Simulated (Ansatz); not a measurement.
System: C (model structure, P6/m, No. 175, 24 atoms in the cell). Method: LDA in Ansatz (PAW).

Input file:

Ansatz 0.2 input:
```yaml
crystal:
  lattice:
    - [11.235336216, -0.000000286, 0.0]
    - [-5.6176678603, 9.7300867262, 0.0]
    - [0.0, 0.0, 2.4439384621]
  atoms:
    - { symbol: C, position: [0.3552461418, -0.0139790631, 0.0] }
    - { symbol: C, position: [0.4097983246, 0.1299467949, 0.0] }
    - { symbol: C, position: [0.4186587453, 0.1971887106, 0.5] }
    - { symbol: C, position: [0.3979511164, 0.3114111687, 0.5] }
    - { symbol: C, position: [0.3692252048, 0.3552461418, 0.0] }
    - { symbol: C, position: [0.2798515296, 0.4097983246, 0.0] }
    - { symbol: C, position: [0.2214700348, 0.4186587453, 0.5] }
    - { symbol: C, position: [0.0865399477, 0.3979511164, 0.5] }
    - { symbol: C, position: [0.0139790631, 0.3692252048, 0.0] }
    - { symbol: C, position: [0.8700532051, 0.2798515296, 0.0] }
    - { symbol: C, position: [0.8028112894, 0.2214700348, 0.5] }
    - { symbol: C, position: [0.6885888313, 0.0865399477, 0.5] }
    - { symbol: C, position: [0.6447538582, 0.0139790631, 0.0] }
    - { symbol: C, position: [0.5902016754, 0.8700532051, 0.0] }
    - { symbol: C, position: [0.5813412547, 0.8028112894, 0.5] }
    - { symbol: C, position: [0.6020488836, 0.6885888313, 0.5] }
    - { symbol: C, position: [0.6307747952, 0.6447538582, 0.0] }
    - { symbol: C, position: [0.7201484704, 0.5902016754, 0.0] }
    - { symbol: C, position: [0.7785299652, 0.5813412547, 0.5] }
    - { symbol: C, position: [0.9134600523, 0.6020488836, 0.5] }
    - { symbol: C, position: [-0.0139790631, 0.6307747952, 0.0] }
    - { symbol: C, position: [0.1299467949, 0.7201484704, 0.0] }
    - { symbol: C, position: [0.1971887106, 0.7785299652, 0.5] }
    - { symbol: C, position: [0.3114111687, 0.9134600523, 0.5] }
basis:
  ecutwfc: 520
  ecutrho_ratio: 4
  xc_grid: 2
kpoints:
  mp_grid: { grid: [6, 6, 14] }
  band_path:
    path:
      - [0.0, 0.0, 0.0]
      - [0.25, 0.0, 0.0]
      - [0.5, 0.0, 0.0]
      - [0.333333, 0.333333, 0.0]
      - [0.222222, 0.222222, 0.0]
      - [0.111111, 0.111111, 0.0]
      - [0.0, 0.0, 0.038462]
      - [0.0, 0.0, 0.076923]
      - [0.0, 0.0, 0.115385]
      - [0.0, 0.0, 0.153846]
      - [0.0, 0.0, 0.192308]
      - [0.0, 0.0, 0.230769]
      - [0.0, 0.0, 0.269231]
      - [0.0, 0.0, 0.307692]
      - [0.0, 0.0, 0.346154]
      - [0.0, 0.0, 0.384615]
      - [0.0, 0.0, 0.423077]
      - [0.0, 0.0, 0.461538]
      - [0.0, 0.0, 0.5]
      - [0.25, 0.0, 0.5]
      - [0.5, 0.0, 0.5]
      - [0.333333, 0.333333, 0.5]
      - [0.222222, 0.222222, 0.5]
      - [0.111111, 0.111111, 0.5]
      - [0.5, 0.0, 0.461538]
      - [0.5, 0.0, 0.423077]
      - [0.5, 0.0, 0.384615]
      - [0.5, 0.0, 0.346154]
      - [0.5, 0.0, 0.307692]
      - [0.5, 0.0, 0.269231]
      - [0.5, 0.0, 0.230769]
      - [0.5, 0.0, 0.192308]
      - [0.5, 0.0, 0.153846]
      - [0.5, 0.0, 0.115385]
      - [0.5, 0.0, 0.076923]
      - [0.5, 0.0, 0.038462]
      - [0.333333, 0.333333, 0.461538]
      - [0.333333, 0.333333, 0.423077]
      - [0.333333, 0.333333, 0.384615]
      - [0.333333, 0.333333, 0.346154]
      - [0.333333, 0.333333, 0.307692]
      - [0.333333, 0.333333, 0.269231]
      - [0.333333, 0.333333, 0.230769]
      - [0.333333, 0.333333, 0.192308]
      - [0.333333, 0.333333, 0.153846]
      - [0.333333, 0.333333, 0.115385]
      - [0.333333, 0.333333, 0.076923]
      - [0.333333, 0.333333, 0.038462]
    npoints: 1
hamiltonian:
  xc: lda
  dispersion: none
  pseudopotentials: { kind: paw }
scf:
  occupations: { method: fermi_dirac, width: 0.01 }
  convergence: { dr2_threshold: 0.0000000024 }
output:
  forces: true
  stress: true
  eigenvalues: true
  write_bands: true
```

From the output:

```
Crystal: 24 atoms, lattice volume = 267.173 Å³
Basis set: ecut = 520 eV, 7245 PW (Γ), exchange–correlation on 180×180×40 points (8 copies of the dense FFT grid, shifted against one another)
Bands: 72, of which v1, the nominal top of the filled ones, is band 48 counted from 1 (47 counted from 0)
Symmetry: 12 space group operations
Space group: P6/m (ITA 175), of the structure as read, at distance tolerance 6.4e-5 Å
k-points: 64 of 504
Functional: x = slater, c = lda
SCF iter   1: F=—  HF=-5828.612825 eV  |F-HF|=—  |Δ(HF+E_count)|=         —  Δρ=6.33e-3  dr2=1.02e-1
SCF iter   2: F=—  HF=-5828.602103 eV  |F-HF|=—  |Δ(HF+E_count)|=   1.07e-2  Δρ=3.21e-3  dr2=1.70e-2
  ...
SCF iter   8: F=—  HF=-5828.603758 eV  |F-HF|=—  |Δ(HF+E_count)|=   2.94e-9  Δρ=2.31e-6  dr2=1.27e-8
SCF iter   9: F=-5828.603758 eV  HF=-5828.603758 eV  |F-HF|=1.41e-9  |Δ(HF+E_count)|=   2.09e-9  Δρ=9.45e-7  dr2=2.20e-9
SCF 1 converged in 9 iterations: F = -5828.603758 eV  dr2 = 2.20e-9
SCF converged after 9 iterations
Free energy (F): -5828.603758 eV
  ...
--- Forces (eV/Å), atoms counted from 1 ---
  atom   1  C      0.00164244     0.00355433     0.00000000
  atom   2  C      0.00120261    -0.00305767     0.00000000
  atom   3  C     -0.00227860     0.00188119     0.00000000
  atom   4  C      0.00319064    -0.00117315     0.00000000
  atom   5  C     -0.00225692     0.00319956     0.00000000
  atom   6  C      0.00324933    -0.00048734     0.00000000
  atom   7  C     -0.00276845    -0.00103273     0.00000000
  atom   8  C      0.00261130     0.00217660     0.00000000
  atom   9  C     -0.00389936    -0.00035477     0.00000000
  atom  10  C      0.00204672     0.00257033     0.00000000
  atom  11  C     -0.00048986    -0.00291392     0.00000000
  atom  12  C     -0.00057934     0.00334975     0.00000000
  atom  13  C     -0.00164244    -0.00355433     0.00000000
  atom  14  C     -0.00120261     0.00305767     0.00000000
  atom  15  C      0.00227860    -0.00188119     0.00000000
  atom  16  C     -0.00319064     0.00117315     0.00000000
  atom  17  C      0.00225692    -0.00319956     0.00000000
  atom  18  C     -0.00324933     0.00048734     0.00000000
  atom  19  C      0.00276845     0.00103273     0.00000000
  atom  20  C     -0.00261130    -0.00217660     0.00000000
  atom  21  C      0.00389936     0.00035477     0.00000000
  atom  22  C     -0.00204672    -0.00257033     0.00000000
  atom  23  C      0.00048986     0.00291392     0.00000000
  atom  24  C      0.00057934    -0.00334975     0.00000000
--- Stress (GPa, compression-positive) ---
        0.001002       0.000000       0.000000
       -0.000000       0.001002       0.000000
        0.000000       0.000000       0.005139
  P = ⅓ Tr σ = 0.0024 GPa (0.024 kbar)
```

The PAW data were made under PBE.

Note: the relaxation could raise the start's symmetry but not lower it, so the cell can be a saddle point.

A model structure was made by putting elements into a prototype or built by hand; it is no filed structure, need not be a known phase, and can be a saddle point held by its symmetry.

Ansatz is a quantum-chemistry and plane-wave program.
